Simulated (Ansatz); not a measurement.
The reference is HfO₂ in the fluorite structure (space group Fm-3m, No. 225).

```xyz
3
Lattice="0.0000 2.5005 2.5005 2.5005 0.0000 2.5005 2.5005 2.5005 0.0000" Properties=species:S:1:pos:R:3 pbc="T T T"
Hf     0.0000     0.0000     0.0000
O      1.2503     1.2503     1.2503
O      3.7508     3.7508     3.7508
```

Calculations: LDA, PAW, 420 eV (Ansatz, an electronic-structure program; spin-orbit coupling left out).

Before the change:

The electron mass is 1.1 mₑ along k, 0.68 mₑ across (at X).

Modification: a hydrostatic pressure of 22.5 GPa.

Predict the new mean gap deformation potential ΔEg/Δln V.

The mean gap deformation potential ΔEg/Δln V amounts to -2.3 eV.

What happens to the electron mass?

The electron mass changes from 1.1 mₑ along k, 0.68 mₑ across (at X) to 1.0 mₑ along k, 0.66 mₑ across (at X).

With Hf present, leaving out spin-orbit coupling can change the band edges. Load acts through the strain it causes; cell and atoms are relaxed under it. Masses are band curvatures over ±0.01 Å⁻¹ around the edge. Along k means along the line from Γ to the band edge. No phonon test of stability was made. Competing high-pressure phases were not computed. This is not the structure that HfO2 has at room temperature and ambient pressure.
